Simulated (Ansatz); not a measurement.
The parent structure is LiNbO3 (space group R3c, No. 161; a = 5.1375 Å, c = 13.8847 Å (hexagonal axes)).

All numbers come from r2SCAN (Ansatz, a quantum-chemistry and plane-wave program; PAW; 500 eV plane waves; without spin-orbit coupling).

For the base:

The pressure comes out as 0.00 GPa.

Now apply this change: an isotropic linear strain of −0.63 %; the atoms relax in the strained cell.

Problem. What happens to the energy relative to the base, pressure and largest internal atomic displacement?

Solution. The energy grows by 1.4 meV/atom; the pressure (mean of the normal stresses, compression positive) goes from zero to 2.33 GPa; the largest internal atomic displacement amounts to 0.018 Å.

No phonon test of stability was made.
